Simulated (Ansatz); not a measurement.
## BeTe, pressure series

The parent structure is BeTe in the zinc blende structure (space group F-43m, No. 216).

```xyz
2
Lattice="0.0000 2.8319 2.8319 2.8319 0.0000 2.8319 2.8319 2.8319 0.0000" Properties=species:S:1:pos:R:3 pbc="T T T"
Te     1.4159     1.4159     1.4159
Be     0.0000     0.0000     0.0000
```

Cell and atoms are relaxed at each pressure.

Calculations: Kohn–Sham DFT with the PBE functional, run in Ansatz (a quantum-chemistry and plane-wave program) with PAW and 420 eV plane waves, scalar-relativistic without spin-orbit coupling.

Candidates:
(a) pressure 5 GPa
(b) pressure 3 GPa
(c) pressure 0.3 GPa
(d) pressure 7.5 GPa

For the base:

* **Smallest direct gap**: 3.64 eV

Task: Order them by smallest direct gap, highest first.

Result: (c) pressure 0.3 GPa (3.64 eV), (b) pressure 3 GPa (3.60 eV), (a) pressure 5 GPa (3.58 eV), (d) pressure 7.5 GPa (3.54 eV)

Spin-orbit coupling, missing from the scalar runs, can matter with Te. Load acts through the strain it causes; cell and atoms are relaxed under it. Whether these cells are dynamically stable was not tested. Competing high-pressure phases were not computed.
